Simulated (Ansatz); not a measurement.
Consider FeNi (space group P4/mmm, No. 123; a = 2.4674 Å, c = 3.5340 Å; ferromagnetic).

Method: Ansatz (a first-principles code), PBEsol, PAW, cutoff 420 eV, no spin-orbit coupling.

Base values:

- Lattice parameter a: 2.467 Å

The change: hydrostatic tension (pressure −2 GPa).

**Question.** How does this affect the lattice parameter a?

**Answer.** The lattice parameter a grows by 0.0092 Å, from 2.467 Å to 2.477 Å.

Other magnetic orders, which the real material may have, were not ruled out. Load acts through the strain it causes; cell and atoms are relaxed under it. Stability against distortions was not tested.
